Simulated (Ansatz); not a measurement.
**Effect of Rb → Cs on Rb3TlF6**

Start from Rb3TlF6 (space group I4/mmm, No. 139; a = 6.8773 Å, c = 9.6372 Å).

The change: every Rb is replaced by Cs; the structure is relaxed again.

All numbers come from Ansatz (a first-principles code), PBEsol, PAW, cutoff 420 eV, without spin-orbit coupling. Settings: 7×7×7 k-points, 0.05 eV Fermi–Dirac smearing.

```json
{
 "density": "4.88 g/cm³ (base 4.19 g/cm³)",
 "lattice_parameter_a": "6.943 Å (base 6.877 Å)",
 "c/a ratio": "1.459 (base 1.401)",
 "space_group": "I4/mmm (No. 139) (base I4/mmm (No. 139))",
 "shortest_interatomic_distance": "2.141 Å (base 2.142 Å)",
 "band_gap": "3.34 eV (an upper bound: an edge found on the path is not a true extremum; the changed cell) (base 3.16 eV)"
}
```

Final structure:

```
CELL_PARAMETERS angstrom
     -3.47174     3.47174     5.06546
      3.47174    -3.47174     5.06546
      3.47174     3.47174    -5.06546
ATOMIC_POSITIONS crystal
  Cs 0.25000 0.75000 0.50000
  Cs 0.75000 0.25000 0.50000
  Cs 0.50000 0.50000 0.00000
  Tl 0.00000 0.00000 0.00000
  F  0.00000 0.69167 0.69167
  F  0.00000 0.30833 0.30833
  F  0.69167 0.00000 0.69167
  F  0.30833 0.00000 0.30833
  F  0.22363 0.22363 0.00000
  F  0.77637 0.77637 0.00000
```

Cost of the whole job for the changed cell (relaxation, final SCF and bands): about 4 core-minutes (a rough figure).

With Tl present, leaving out spin-orbit coupling can change the band edges. No phonon test of stability was made.
